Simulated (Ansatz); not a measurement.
We consider CsCl-type AuZn (cubic form, which distorts at low temperature), described by PBEsol in Ansatz (PAW).

Numerical settings: plane-wave cutoff 520 eV, 12×12×12 k mesh, Fermi–Dirac smearing 0.1 eV, perturbation theory, scalar-relativistic PAW data made under PBE.

The cell has the measured lattice parameters. Conventional cell: a = 3.1470 Å, b = 3.1470 Å, c = 3.1470 Å, α = 90.00°, β = 90.00°, γ = 90.00°.

Harmonic phonon frequencies (cm⁻¹; i marks an imaginary mode):

```
q point           frequencies
-------  --------------------
Γ           0 0 0 136 136 136
X                         [?]
M        16 16 61 122 168 168
R        79 79 79 141 141 141
```

Problem. What belongs in the gaps?

Solution. 
- X, frequencies: 54 54 95 121 121 156

No imaginary mode appears at these points.

Note: symmetry holds this phase in the static calculation, where it need not be a minimum; the cell isn't this level's own, so it is under some stress, which shifts stiffness and frequencies.

Ansatz is an electronic-structure program.
